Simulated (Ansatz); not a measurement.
Here is the system:

```xyz
8
Lattice="3.2685 0.0000 0.0000 -1.6342 2.8306 0.0000 0.0000 0.0000 11.5594" Properties=species:S:1:pos:R:3 pbc="T T T"
Nb     1.6342     0.9435    10.4481
Nb     0.0000     1.8871     1.1113
Nb     0.0000     1.8871     4.6684
Nb     1.6342     0.9435     6.8910
C      0.0000     0.0000     0.0000
C      0.0000     0.0000     5.7797
S      0.0000     1.8871     8.6695
S      1.6342     0.9435     2.8898
```

Calculation: PBEsol, DFPT electron-phonon coupling, linearised Boltzmann equation (plane waves, PAW, scalar-relativistic; Ansatz, an electronic-structure program). Cell: relaxed with this functional, without spin-orbit coupling.

**Question.** Predict the intrinsic resistivity at 300 K.

**Answer.** 22 (x), 22 (y), 63 (z) μΩ·cm.

A metal at this level (no band gap). Only scattering by harmonic phonons is included (no impurities, grain boundaries, electron-electron scattering or thermal expansion). Spin-orbit coupling is left out. Halving the electron mesh (28x28x8) moves the resistivity by up to 8 % at 300 K. Smearing 0.20 eV; phonons on a 5x5x2 q mesh, which this run doesn't test.

Computed structure with no diffraction record at hand here (it may be known, metastable or hypothetical): Nb2CS (P6_3/mmc).
